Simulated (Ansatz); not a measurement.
**Carrier properties of ZnO under load (space group P6_3mc)**

Given:

```xyz
4
Lattice="3.1723 0.0000 0.0000 -1.5862 2.7473 0.0000 0.0000 0.0000 5.1222" Properties=species:S:1:pos:R:3 pbc="T T T"
Zn     0.0000     1.8316    -0.0097
Zn     1.5862     0.9158     2.5514
O      0.0000     1.8316     1.9305
O      1.5862     0.9158     4.4916
```

Method: r2SCAN with spin-orbit coupling, rigid bands (plane waves, PAW; Ansatz, a program for electronic structure). Condition of this run: hydrostatic pressure of 8.8 GPa (compression positive) (the target of the relaxation). How the cell was made: cell and atoms relaxed with PBEsol, then loaded as said.

```
Property                                                                                                                                                         Result
---------------------------------------------------------------------------------------------------------------------------------------  ------------------------------
band gap                                                                                                                                                        1.30 eV
electron conductivity mass (300 K, dilute)                                                                                                                      0.22 mₑ
hole conductivity mass (300 K, dilute)                                                                                                   1.72 (x), 1.72 (y), 2.7 (z) mₑ
effective density of states N_c (300 K)                                                                                                                     2.5e18 cm⁻³
effective density of states N_v (300 K)                                                                                                                     6.7e19 cm⁻³
density-of-states mass, electrons                                                                                                                               0.22 mₑ
density-of-states mass, holes                                                                                                                                   1.92 mₑ
Seebeck coefficient, n-type 1e19 cm⁻³, 300 K                                                                                                                  -121 μV/K
best n-type power factor at 300 K for τ = 10 fs (best axis; densities from 1e16 to 1e21 cm⁻³ tried, whether or not they can be reached)    1.85 μW/(cm·K²) at 1e19 cm⁻³
Seebeck coefficient, p-type 1e19 cm⁻³, 300 K                                                                                                                   422 μV/K
```

Rigid bands; masses and Seebeck coefficients take one relaxation time τ for all states and one kind of carrier; polarons and phonon drag are left out. Geometry: cell and atoms relaxed with PBEsol.
